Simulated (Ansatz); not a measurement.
Defect: Li vacancy in rock-salt LiF, charge state -1. Level of theory: PBE, PAW (plane waves to 420 eV; Ansatz, a quantum-chemistry and plane-wave program).

64-site cell at the relaxed PBE lattice, the Γ point alone, smearing 0.01 eV, spin-restricted, no finite-size correction. Static, classical nuclei. The charge state is imposed; whether it is stable for some Fermi level was not computed. Forms of the defect that were not tried may lie lower.

Barriers: single points on a 2×2×2 k-point mesh shifted by half a step at the bands' geometries.

Relaxed starting cell (atoms counted from 1):

```xyz
63
Lattice="8.1365 0.0000 0.0000 0.0000 8.1365 0.0000 0.0000 0.0000 8.1365" Properties=species:S:1:pos:R:3 pbc="T T T"
Li    -0.0063     0.0014     4.0764
Li    -0.0062     4.0694     0.0079
Li    -0.0052     4.0703     4.0772
Li     4.0628     0.0013     0.0084
Li     4.0619     0.0010     4.0750
Li     4.0628     4.0687     0.0074
Li     4.0627     4.0694     4.0761
F      2.1487     0.0001     0.0084
F      2.0510     0.0008     4.0754
F      2.0508     4.0702     0.0080
F      2.0383     4.0696     4.0756
F      5.9769     0.0014     0.0073
F      6.0754     0.0013     4.0767
F      6.0754     4.0689     0.0075
F      6.0878     4.0693     4.0762
Li    -0.0058     1.9739     1.9818
Li    -0.0037     1.9717     6.1738
Li    -0.0079     6.1675     1.9788
Li    -0.0071     6.1699     6.1762
Li     4.0627     2.0178     2.0244
Li     4.0612     2.0185     6.1277
Li     4.0620     6.1210     2.0250
Li     4.0620     6.1205     6.1272
F      2.0264     2.0324     2.0393
F      2.0267     2.0325     6.1124
F      2.0263     6.1062     2.0392
F      2.0264     6.1062     6.1130
F      6.0995     2.0328     2.0392
F      6.0997     2.0330     6.1123
F      6.0996     6.1060     2.0396
F      6.0997     6.1063     6.1125
Li     1.9625     0.0011     1.9786
Li     1.9663     0.0006     6.1727
Li     2.0109     4.0696     2.0244
Li     2.0106     4.0702     6.1283
Li     6.1591     0.0013     1.9789
Li     6.1566     0.0019     6.1712
Li     6.1135     4.0696     2.0240
Li     6.1147     4.0690     6.1280
F     -0.0056     0.0017     2.1623
F     -0.0046     0.0020     5.9903
F     -0.0052     4.0689     2.0637
F     -0.0047     4.0694     6.0883
F      4.0639     0.0010     2.0638
F      4.0629     0.0012     6.0880
F      4.0631     4.0693     2.0512
F      4.0628     4.0694     6.1007
Li     1.9651     1.9711     0.0086
Li     2.0117     2.0181     4.0759
Li     1.9645     6.1664     0.0091
Li     2.0098     6.1208     4.0755
Li     6.1622     1.9699     0.0068
Li     6.1140     2.0189     4.0770
Li     6.1567     6.1675     0.0075
Li     6.1138     6.1203     4.0764
F     -0.0047     2.1548     0.0072
F     -0.0048     2.0574     4.0757
F     -0.0061     5.9844     0.0083
F     -0.0054     6.0821     4.0757
F      4.0622     2.0567     0.0073
F      4.0629     2.0447     4.0759
F      4.0644     6.0817     0.0077
F      4.0633     6.0941     4.0760
```
Cell charge -1.

End state 1 differs by these moves (Å; atoms that move under 0.08 Å are left out):

```
atom  element     Δx     Δy     Δz
----  -------  -----  -----  -----
1          Li   0.00   0.07  -0.06
2          Li   0.00  -0.06   0.06
3          Li   0.00  -0.06  -0.06
8           F  -0.12   0.01   0.00
12          F   0.12   0.00   0.00
16         Li   0.00  -1.91  -1.91
17         Li   0.00   0.07  -0.06
18         Li   0.00  -0.06   0.06
19         Li   0.00  -0.06  -0.06
24          F   0.12   0.00   0.00
28          F  -0.12   0.00   0.01
32         Li   0.01   0.06   0.06
36         Li   0.00   0.07   0.07
38         Li   0.05  -0.06   0.02
40          F   0.00  -0.12  -0.12
41          F   0.00  -0.02   0.12
42          F   0.00   0.12  -0.02
48         Li   0.00   0.07   0.06
49         Li  -0.05   0.02  -0.06
52         Li   0.00   0.07   0.06
56          F   0.00  -0.12  -0.12
57          F   0.00  -0.02   0.12
58          F   0.00   0.12  -0.02
```

Problem. Estimate the forward and backward barriers to end state 1 that PBE, PAW returns for this input.

Solution. forward 0.59 eV, backward 0.59 eV; at the saddle point atom 16 has neighbours 2 F at 1.74, 2 F at 2.05 Å. The saddle point's order was not checked, and it lies on a symmetry element of the cell, where a band can be held.
